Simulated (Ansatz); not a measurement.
Coverage and cell size: H on the 1x1 (111) surface of fcc Cu, one adsorbate a cell, in each cell the lowest of the starts that converged. Energies against ½ H2(g), without dispersion, zero-point or thermal terms; small cells hold the layer to their symmetry. A negative adsorption energy means that the adsorbate is more stable on the surface than in its reference.

The numbers are results of PBE (plane waves to 420 eV, PAW; Ansatz, a first-principles code), not measurements.

```csv
"area an adsorbate, end state",atoms,E_ads (eV),height (Å),Δ work function (eV),rough cost
"6 Å², bonded to 3 Cu",5,(withheld),0.84,0.07,very roughly 60 core-seconds
"11 Å², bonded to 3 Cu",9,-0.14,0.90,0.05,roughly 10 core-minutes
"23 Å², bonded to 3 Cu",17,-0.14,0.93,(withheld),around 4 core-minutes (rough)
```

Problem. Fill in the missing entries.

Solution. 
- 6 Å², bonded to 3 Cu, E_ads (eV): -0.10
- 23 Å², bonded to 3 Cu, Δ work function (eV): -0.02
